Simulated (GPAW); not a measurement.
Band structure of BaNiF₆ (R-3m, 8 atoms in the cell).

```xyz
8
Lattice="3.5840 2.0692 2.2784 -3.5840 2.0692 2.2784 0.0000 -4.1385 2.2784" Properties=species:S:1:pos:R:3 pbc="T T T"
Ba     0.0000     0.0000     3.4176
Ni     0.0000     0.0000     0.0000
F      0.0000     2.7363     3.5163
F      0.0000    -2.7363     3.3189
F     -2.3697    -1.3682     3.5163
F      2.3697     1.3682     3.3189
F      2.3697    -1.3682     3.5163
F     -2.3697     1.3682     3.3189
```

Computed with LDA (Perdew-Wang 92), GPAW PAW datasets LDA (gpaw-data 1.0.1) (plane waves; GPAW).

Settings: mode = pw; ecut = 950 eV; xc = LDA; kpts = 4 4 4; mesh shift (steps) = 0 0 0; occupations.name = fermi-dirac; occupations.width = 0.05 eV; nbands = -6; convergence.density = 1e-05 e/electron; convergence.bands = -4; symmetry.symmorphic = false; symmetry.tolerance = 0.0005; maxiter = 150; bandpath_npoints = 40.

The starting cell comes from a database of computed structures (which also holds hypothetical and non-ambient phases and stackings), without a prior relaxation at this level. Its lattice was rescaled by a random factor within 2.5 % of one.

Task: Predict the gap along the standard path and the places of the band edges.

Result: The gap along the path is 1.56 eV, from F to Γ; the smallest direct gap on it is 1.59 eV. Another conduction valley lies within 0.1 eV, so the order of the valleys is not sure.

Levels in eV from the top of the valence band on the SCF mesh, bands 31 to 38:
```csv
point,31,32,33,34,35,36,37,38
Γ,-0.54,-0.48,-0.48,-0.44,1.56,1.56,7.88,9.53
P,-0.95,-0.40,-0.16,-0.15,1.78,1.79,8.75,8.75
Z,-0.99,-0.35,-0.14,-0.14,1.74,1.74,8.71,8.71
Q,-0.87,-0.49,-0.19,-0.18,1.89,1.89,8.87,8.87
F,-1.14,-0.68,-0.43,0.00,1.59,1.99,8.60,8.93
P1,-0.95,-0.40,-0.16,-0.15,1.78,1.79,8.75,8.75
Q1,-0.87,-0.49,-0.19,-0.18,1.89,1.89,8.87,8.87
L,-0.93,-0.38,-0.27,-0.10,1.84,2.03,8.76,9.19
```
